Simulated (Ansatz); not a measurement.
We consider antifluorite Be2C, described by G0W0@PBEsol in Ansatz (hard PAW, contour deformation, complete-basis limit).

Run with largest k mesh 12×12×12 (not extrapolated in the mesh).

Cell (measured lattice):

```
Be2C
1.0
    0.00000     2.17000     2.17000
    2.17000     0.00000     2.17000
    2.17000     2.17000     0.00000
Be C
2 1
Direct
  0.25000   0.25000   0.25000
  0.75000   0.75000   0.75000
  0.00000   0.00000   0.00000
```

What does this level give for the band gap?


band gap: 2.10 eV (indirect)

Note: cell and atoms aren't relaxed at this level; the gap holds a correction of +0.29 eV to the complete basis.

Static lattice: no zero-point or thermal effects.

Computing time: about 2.7 core-hours (a rough figure).

Ansatz is a first-principles code.
